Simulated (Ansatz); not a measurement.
The starting structures come from a database of crystals and need not be the phases stable at ambient conditions.

 Where the default PAW files enter, the runs use the earlier of Ansatz's two default sets.

Input:

```yaml
crystal:
  lattice:
    - [4.20360, 0.00000, 0.00000]
    - [-2.10180, 3.64043, 0.00000]
    - [2.10180, 1.21348, 3.43223]
  atoms:
    - { symbol: Mg, position: [0.00000, 0.00000, 0.00000] }
    - { symbol: Te, position: [0.00000, 0.50000, 0.50000] }
```

Space group of this cell: Fm-3m, rock salt. The cell is taken as given; by PBEsol its mean pressure is -1.0 GPa.

Computed with PBEsol (plane waves, PAW; Ansatz, an electronic-structure program).

The current runs along the normal of the first two printed vectors; no spin-orbit coupling. Scaled by the factor s: both lengths across the current (ions clamped). Meshes 10×10×10 and 12×12 across the current in all rows.

| s | mean pressure (GPa) | band gap (eV) |
|---|---|---|
| 0.98 | 1.1 | ? |
| 1.00 | -1.0 | 0.44 |
| 1.02 | -2.6 | 0.30 |

Q: Take the slope of the band gap against ln s from the two given rows, extrapolate to s = 0.98, and say what the run there gives.

A: Slope = (0.30 − 0.44) / ln 1.02 = -7.07 eV. The line gives 0.44 + (-7.07) × ln 0.98 = 0.58 eV. The run gives 0.39 eV, 0.19 eV under the line, 135 % of the predicted step.
